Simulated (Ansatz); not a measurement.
**A computed series for CaTiO3: response to strain**

The reference is CaTiO3 in the cubic perovskite structure (space group Pm-3m, No. 221; a = 3.8410 Å; a model cell). Axes: x, y, z lie along the cube axes.

Strains are applied to the cell and any free atomic positions relax; under biaxial strain the out-of-plane vector relaxes too.

Levels (all Ansatz, a program for electronic structure, PAW): PBEsol (420 eV, without spin-orbit coupling); HSE06 (420 eV, without spin-orbit coupling).

Band gaps by level, all at the geometries relaxed with PBEsol:

| case | PBEsol | HSE06 |
|---|---|---|
| base | 1.89 eV | 3.43 eV |
| biaxial strain +0.93 %, plane normal [001], relaxed out of plane | 1.84 eV | 3.38 eV |
| tensor shear ε_xy = −2.28 % | 1.77 eV | 3.30 eV |
| tensor shear ε_yz = +3.94 % | 1.64 eV | 3.15 eV |

Single points use the geometry relaxed with PBEsol. The hybrid gap comes from the SCF mesh plus the semilocal run's edge points and a few special points and is an upper bound. Whether these cells are dynamically stable was not tested. The final runs are not spin-polarised. Many cubic perovskites are stable only at high temperature; tilts and polar distortions were not tested.
